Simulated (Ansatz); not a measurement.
The reference is HfSi2 (space group Cmcm, No. 63; a = 3.650 Å, b = 14.350 Å, c = 3.635 Å). Axes: x, y, z lie along a, b, c of the conventional cell.

Method: PBEsol in Ansatz (plane waves to 420 eV, PAW, no SOC).

Strains are applied to the cell and any free atomic positions relax; under biaxial strain the out-of-plane vector relaxes too.

One change was made to it. Results:

The energy goes up by 0.5 meV/atom; the pressure (mean of the normal stresses, compression positive) goes from zero to -0.9 GPa; the shortest interatomic distance grows by 0.0036 Å (2.412 Å → 2.415 Å).

Task: Which of these changes matches the shifts?
A. uniaxial strain ε_zz = +1.77 %
B. uniaxial strain ε_xx = +0.65 %
C. isotropic strain +4.33 %
D. biaxial strain +4.68 %, plane normal [001], relaxed out of plane

Result: B, uniaxial strain ε_xx = +0.65 %. For comparison, the energy relative to the base in the other runs: biaxial strain +4.68 %, plane normal [001], relaxed out of plane gives +49 meV/atom; isotropic strain +4.33 % gives +103 meV/atom; uniaxial strain ε_zz = +1.77 % gives +4.4 meV/atom.

Without a gap, meshes like the base's 13×13×13 leave anisotropic stresses uncertain by several tenths of a GPa, and small strain energies with them. No phonon test of stability was made. The final runs are not spin-polarised.

Ansatz is an electronic-structure program.
